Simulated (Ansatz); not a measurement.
Consider a periodic stack without vacuum, germanium (0 0 1) on silicon (0 0 1) (film strained to the substrate, faces as cut): substrate slab Si12, film Ge8, surface cells [[1, 0], [1, 1]] and [[1, 0], [1, 1]], film strained by -5.0 and -5.0 %, faces Si/Si and Ge/Ge as cut (like faces can put a slab off its formula). Its start:

```
Ge2Si3
1.0
    3.86787     0.00000    -0.00331
    0.00000     3.86787     0.03404
   -0.00956    -0.37372    28.80141
Si Ge
12 8
Direct
  0.13452   0.06512   0.07625
  0.63861   0.06669   0.02903
  0.62580   0.56388   0.17119
  0.12765   0.56531   0.12379
  0.12338   0.06613   0.26612
  0.62299   0.06428   0.21868
  0.62808   0.57104   0.36082
  0.12617   0.56801   0.31344
  0.13476   0.07788   0.45555
  0.63204   0.07318   0.40826
  0.64521   0.58513   0.55010
  0.14064   0.58081   0.50281
  0.18114   0.10617   0.65496
  0.67249   0.08868   0.60087
  0.76848   0.61436   0.76232
  0.26376   0.61042   0.70805
  0.25440   0.09194   0.87071
  0.75870   0.11594   0.81624
  0.67233   0.56761   0.97833
  0.18218   0.58937   0.92420
```

The start was prepared with a machine-learned potential, and the result is one local minimum, with the in-plane cell held and forces under 0.04 eV/Å; the film can end far from its bulk form.

Computed with PBE (plane waves to 420 eV, PAW; Ansatz, an electronic-structure program). Scalar-relativistic, without spin–orbit coupling; PBE gaps are too small against experiment. Its k-point mesh 6×6×1, Fermi–Dirac width 0.05 eV.

Predict the relaxed interface.


| Property | Value |
|---|---|
| interface area | 15.0 Å² |
| period | 28.26 Å |
| gaps between the outermost planes at the two interfaces | 1.42 and 1.42 Å |
| Ge–Si contacts across the interfaces within 1.22 times the sum of covalent radii | 4, mean 2.40 Å |
| spin-polarised check at this geometry | falls back to no moment |
